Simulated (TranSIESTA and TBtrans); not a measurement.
Ge chain with one bond stretched by 0.6 Å

System: Ge chain with one bond stretched by 0.6 Å. Leads: straight Ge chain, spacing 2.28 Å. Geometry: as built, not relaxed.

TranSIESTA and TBtrans, PBE, DZP numerical orbitals (energy shift 0.15 eV), PseudoDojo norm-conserving scalar-relativistic potentials, mesh cutoff 200 Ry, 300 K, no spin polarisation, no spin-orbit coupling; self-consistent non-equilibrium Green functions.

```
Property                           Result
---------------------------------  ------
Conductance at 300 K (G0 = 2e²/h)    2.15
Mean T from −0.5 to 0.5 eV           2.06
```

Energies count from the leads' Fermi level. Transmissions are for one spin of a degenerate pair. The energy step is 0.01 eV; narrower resonances are cut or missed.

```
E (eV)     T  lead channels
------  ----  -------------
-2.00   0.58              1
-1.80   0.62              1
-1.60   0.65              1
-1.40   0.67              1
-1.20   0.90              3
-1.00   1.13              3
-0.80   1.36              3
-0.60   1.63              3
-0.40   1.90              3
-0.20   2.09              3
0.00    2.16              3
0.20    2.13              3
0.40    2.06              3
0.60    1.98              3
0.80    1.91              3
1.00    1.87              3
1.20    1.85              3
1.40    1.86              3
1.60    1.88              3
1.80    1.92              3
2.00    1.96              3
```

The straight chain is held at its spacing; free chains may zigzag or dimerise. No spin-polarised start was tried, so a magnetic state, if there is one, is missed.
